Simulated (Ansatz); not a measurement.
Problem. Name crystals whose electron conductivity mass lies between 0.121 and 0.189 mₑ and whose hole conductivity mass lies between 0.61 and 0.95 mₑ, by PBEsol with spin-orbit coupling, rigid bands in Ansatz (an electronic-structure program).

Solution. Many crystals can fit; among those computed here:
- AgBr (Fm-3m): 0.187 mₑ, 0.64 mₑ
- AgI (F-43m): 0.159 mₑ, 0.71 mₑ
- ZnS (F-43m): 0.179 mₑ, 0.84 mₑ
- CuI (P6_3mc): 0.151 mₑ, 0.76 mₑ

Masses are for dilute carriers at 300 K, harmonic means over directions unless an axis is named.

Formula and space group known from diffraction (Crystallography Open Database), not checked to be the room-temperature form: CuI (P6_3mc).
